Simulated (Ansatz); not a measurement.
**Worked example: self-consistent single point of Ni3Si (Pm-3m, 4 atoms in the cell) in Ansatz (a first-principles code)**

Method of the run: PBE (plane waves, PAW; Ansatz).

Input:

Ansatz 0.2 input:
```yaml
crystal:
  lattice:
    - [3.527550, 0.000000, 0.000000]
    - [0.000000, 3.527550, 0.000000]
    - [0.000000, 0.000000, 3.527550]
  atoms:
    - { symbol: Si, position: [0.000000, 0.000000, 0.000000] }
    - { symbol: Ni, position: [0.000000, 0.500000, 0.500000] }
    - { symbol: Ni, position: [0.500000, 0.000000, 0.500000] }
    - { symbol: Ni, position: [0.500000, 0.500000, 0.000000] }
basis:
  ecutwfc: 420.0
kpoints:
  mp_grid: { grid: [9, 9, 9] }
hamiltonian:
  xc: pbe
  pseudopotentials: { kind: paw }
scf:
  occupations: { method: gaussian, width: 0.1 }
output:
  forces: true
  eigenvalues: true
  stress: true
```

The program printed (abridged):

```
WARN ansatz: RAYON_NUM_THREADS=1 ignored (pool sized by the plan → 1); use --threads N
Pseudopotentials: kind: paw
Pseudopotential: Si, paw, valence charge 4
Pseudopotential: Ni, paw, valence charge 18
Crystal: 4 atoms, lattice volume = 43.895 Å³
Basis set: ecut = 420 eV, 847 PW (Γ), exchange–correlation on 48×48×48 points (8 copies of the dense FFT grid, shifted against one another)
Bands: 35, of which v1, the nominal top of the filled ones, is band 29 counted from 1 (28 counted from 0)
Symmetry: 48 space group operations
Space group: Pm-3m (ITA 221), of the structure as read, at distance tolerance 3.5e-5 Å
k-points: 35 of 729
Initial density: superposition of atomic densities (neutral atoms: chi_scale 0, normalization atom), corrected by the library's trained network
Initial wavefunctions: pseudopotential atomic-orbital guess
Eigensolver: davidson
Functional: x = pbe(κ = 0.804, μ = 0.2195149727645171), c = pbe(β = 0.06672455060314922)
SCF iter   1: F=—  HF=-18156.796915 eV  |F-HF|=—  |Δ(HF+E_count)|=         —  Δρ=3.43e-3  dr2=5.25e-3  ethr=1.77e-3  ⟨swp⟩=5.1  Hψ=4393  notcnv=0
all-band conjugate gradients solve this SCF's bands
preconditioner: auto → Kerker (q_TF=auto, 2.858 Å⁻¹)
SCF iter   2: F=—  HF=-18156.796936 eV  |F-HF|=—  |Δ(HF+E_count)|=   2.10e-5  Δρ=1.89e-3  dr2=1.86e-3  ethr=9.05e-6  ⟨swp⟩=2.0  Hψ=2348  notcnv=0
SCF iter   3: F=—  HF=-18156.796594 eV  |F-HF|=—  |Δ(HF+E_count)|=   3.42e-4  Δρ=9.11e-4  dr2=3.80e-4  ethr=3.20e-6  ⟨swp⟩=2.3  Hψ=1634  notcnv=0
SCF iter   4: F=—  HF=-18156.796522 eV  |F-HF|=—  |Δ(HF+E_count)|=   7.26e-5  Δρ=2.99e-4  dr2=5.57e-5  ethr=6.55e-7  ⟨swp⟩=2.0  Hψ=1554  notcnv=0
SCF iter   5: F=—  HF=-18156.796423 eV  |F-HF|=—  |Δ(HF+E_count)|=   9.90e-5  Δρ=6.94e-5  dr2=1.58e-6  ethr=9.60e-8  ⟨swp⟩=2.0  Hψ=1576  notcnv=0
SCF iter   6: F=-18156.796423 eV  HF=-18156.796423 eV  |F-HF|=5.68e-8  |Δ(HF+E_count)|=   5.02e-8  Δρ=1.41e-5  dr2=9.18e-8  ethr=1.72e-10  ⟨swp⟩=6.4  Hψ=5917  notcnv=0
SCF 1 converged in 6 iterations: F = -18156.796423 eV  dr2 = 9.18e-8
SCF converged after 6 iterations
Free energy (F): -18156.796423 eV
Harris-Foulkes:  -18156.796423 eV  (|F-HF|=5.68e-8)
Internal energy: -18156.785681 eV  (E = F + TS)
E sigma→0 (E₀):  -18156.791052 eV
Entropy (-TS):   -0.010741 eV (-2.685 meV/atom)
Fermi energy:    17.119764 eV
--- Per-component energies (eV) ---
  E_band       = -864.571094
  E_kinetic    = 894.257404
  E_local      = -11711.238390  (includes V_loc(G=0)·N_el)
  E_nonlocal   = 1932.405164
  E_hartree    = 4991.050516
  E_xc         = -312.394432
  E_vxc        = -378.699109  (∫ρ·V_xc dr)
  E_paw        = -5404.434659  (= ΣΔE_a)
  E_vpaw       = -1583.385646  (= ΣTr[D̂ρ^β])
  E_aug_tail   = 0.001636  (compensation charges beyond the density's cutoff)
  E_ewald      = -8546.432920
  E_smearing   = -0.010741  (= −TS)
  E_closure    = 0.000000  (closes the sum)
  Σ components = -18156.796423   (vs F -18156.796423, Δ=0.00e0)
--- Forces (eV/Å), atoms counted from 1 ---
  atom   1  Si    -0.00000000     0.00000000     0.00000000
   [... zero for the other atoms too ...]
  max |Σ_I F_I| component: 1.57e-28 eV/Å
--- Stress (GPa, compression-positive) ---
       -3.698872       0.000000       0.000000
        0.000000      -3.698872       0.000000
        0.000000       0.000000      -3.698872
  P = ⅓ Tr σ = -3.6989 GPa (-36.989 kbar)
  The stress holds the Pulay correction. Without it, at fixed plane waves, as pw.x and ABINIT print it: P = -3.7490 GPa
--- Band table (eV; the first three rows and the last of 35) ---
  k-point 0: bands = ["-86.0302", "-85.9972", "-85.9972", "-46.4985", "-46.4985", "-46.4985", "-46.4468", "-46.4468", "-46.4468", "-46.2893", "-46.2893", "-46.2893", "5.2703", "12.3031", "13.1368", "13.1368", "13.6497", "13.6497", "13.6497", [...]
  k-point 1: bands = ["-86.0293", "-85.9981", "-85.9972", "-46.4964", "-46.4964", "-46.4957", "-46.4475", "-46.4475", "-46.4470", "-46.2925", "-46.2907", "-46.2907", "5.4127", "12.3160", "12.9318", "13.2374", "13.6352", "13.6352", "13.6907", [...]
  k-point 2: bands = ["-86.0268", "-86.0006", "-85.9972", "-46.4907", "-46.4907", "-46.4882", "-46.4496", "-46.4496", "-46.4475", "-46.3011", "-46.2944", "-46.2944", "5.8289", "11.8079", "12.8018", "13.5187", "13.5819", "13.5819", "13.8047", [...]
  k-point 34: bands = ["-86.0088", "-86.0078", "-86.0078", "-46.5204", "-46.5198", "-46.5198", "-46.4402", "-46.3985", "-46.3985", "-46.3980", "-46.2601", "-46.2601", "8.9974", "12.3831", "12.7881", "12.7881", "13.5348", "13.5348", "13.7238", [...]
```

The run converged in 6 iterations.

The starting cell has typed, rounded lattice constants, without a prior relaxation at this level. Its lattice was rescaled by up to half a per cent. Spin polarisation is off. With a pressure of about -4 GPa the cell is away from its equilibrium volume at this level. Ansatz's pressure includes its estimate of the finite-basis (Pulay) stress.
